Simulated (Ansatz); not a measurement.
Base system: NiSi₂ (space group Fm-3m, No. 225; a = 5.3870 Å; non-magnetic).

Level of theory: DFT with r2SCAN, PAW potentials and a 500 eV plane-wave cutoff in Ansatz (a quantum-chemistry and plane-wave program), no spin-orbit coupling.

For the base:

```
Item                             Value
-----------------------------  -------
Shortest interatomic distance  2.333 Å
Band gap                          zero
```

Now apply this change: cell and atoms relaxed at a pressure of 0.7 GPa.

Task: How does this affect the shortest interatomic distance and band gap?

Result: The shortest interatomic distance falls by 0.0033 Å (2.333 Å → 2.329 Å); the band gap remains zero.

Load acts through the strain it causes; cell and atoms are relaxed under it. Stability against distortions was not tested. Starting moments died away, wholly or in part, for the base; another magnetic solution may exist. The final runs are not spin-polarised.
